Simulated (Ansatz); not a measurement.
An Ansatz (a program for electronic structure) run: Ir with a change (isotropic strain −2.84 %); DFT with r2SCAN, PAW potentials and a 500 eV plane-wave cutoff in Ansatz, spin-orbit coupling left out.

Input:

Ansatz 0.2 input:
```yaml
crystal:
  lattice:
    - [0, 1.8676197219, 1.8676197219]
    - [1.8676197219, 0, 1.8676197219]
    - [1.8676197219, 1.8676197219, 0]
  atoms:
    - { symbol: Ir, position: [0, 0, 0] }
basis: { ecutwfc: 500, ecutrho_ratio: 4, xc_grid: 4, fft_grid_basis: typed }
kpoints: { mp_grid: { grid: [21, 21, 21] } }
hamiltonian:
  xc: r2scan
  dispersion: none
  pseudopotentials: { kind: paw }
scf: { occupations: { method: fermi_dirac, width: 0.05 }, convergence: { dr2_threshold: 0.0000000001 } }
relax: { f_tol: 0.005, max_steps: 50 }
output: { forces: true, stress: true }
checkpoint: { write: state.ck, write_every: 1000 }
```

Output (explanatory and most iteration lines left out):

```
Relaxation: its limit of steps is 50 (relax.max_steps)
Pseudopotential: Ir, paw, valence charge 17
Crystal: 1 atoms, lattice volume = 13.029 Å³
Basis set: ecut = 500 eV, 331 PW (Γ), exchange–correlation on 80×80×80 points (64 copies of the dense FFT grid, shifted against one another)
Bands: 13, of which v1, the nominal top of the filled ones, is band 9 counted from 1 (8 counted from 0)
Symmetry: 48 space group operations
Space group: Fm-3m (ITA 225), of the structure as read, at distance tolerance 2.4e-5 Å
k-points: 286 of 9261
Functional: x = r2scan, c = r2scan; τ floored in thin density (d = 2e-4 eV/Å³)
SCF iter   1: F=—  HF=-11948.556137 eV  |F-HF|=—  |Δ(HF+E_count)|=         —  Δρ=1.20e-2  dr2=9.14e-3  dr2_τ=5.33e-2  ethr=1.77e-3  ⟨swp⟩=5.6  Hψ=21289  notcnv=0
SCF iter   2: F=—  HF=-11948.590143 eV  |F-HF|=—  |Δ(HF+E_count)|=   3.40e-2  Δρ=5.36e-3  dr2=1.00e-3  dr2_τ=4.84e-4  ethr=5.38e-5  ⟨swp⟩=2.0  Hψ=8524  notcnv=0  defer=24
SCF 1 converged in 6 iterations: F = -11948.590878 eV  dr2 = 8.51e-11
relax step   1: F+E_penalty+E_count = -11948.59087838 eV  Δ(F+E_penalty+E_count) = +0.000e0 eV  max|allowed force component| = 0.000e0 eV/Å  Δτ_max = 0.0000 Å  (6 SCF iters, accepted)
Crystal: 1 atoms, lattice volume = 13.029 Å³
SCF iter   1: F=—  HF=-11948.590878 eV  |F-HF|=—  |Δ(HF+E_count)|=         —  Δρ=1.76e-6  dr2=8.51e-11  dr2_τ=4.47e-11  ethr=1.00e-12  ⟨swp⟩=1.5  Hψ=22102  notcnv=0  defer=24
SCF iter   2: F=-11948.590878 eV  HF=-11948.590878 eV  |F-HF|=1.29e-10  |Δ(HF+E_count)|=  3.07e-10  Δρ=9.87e-7  dr2=2.68e-11  dr2_τ=8.88e-12  ethr=1.00e-12  ⟨swp⟩=4.0  Hψ=11120  notcnv=0
SCF 2 converged in 2 iterations: F = -11948.590878 eV  dr2 = 2.68e-11
SCF converged after 2 iterations
Free energy (F): -11948.590878 eV
Internal energy: -11948.584081 eV  (E = F + TS)
E sigma→0 (E₀):  -11948.587480 eV
Entropy (-TS):   -0.006797 eV (-6.797 meV/atom)
Fermi energy:    28.389467 eV
--- Forces (eV/Å), atoms counted from 1 ---
  atom   1  Ir     0.00000000    -0.00000000     0.00000000
--- Stress (GPa, compression-positive) ---
       40.486964      -0.000000       0.000000
        0.000000      40.486964       0.000000
        0.000000      -0.000000      40.486964
  P = ⅓ Tr σ = 40.4870 GPa (404.870 kbar)
--- Relaxed structure (1 steps of the walk, 1 accepted, 0 SCFs on fresh bases) ---
  atoms:
    - { symbol: Ir, position: [0.0, 0.0, 0.0] }
```

Stability against distortions was not tested. All final runs are without spin polarisation. The cell was made from Ir in the fcc (Cu type) structure (space group Fm-3m, No. 225) by this change: isotropic strain −2.84 %.
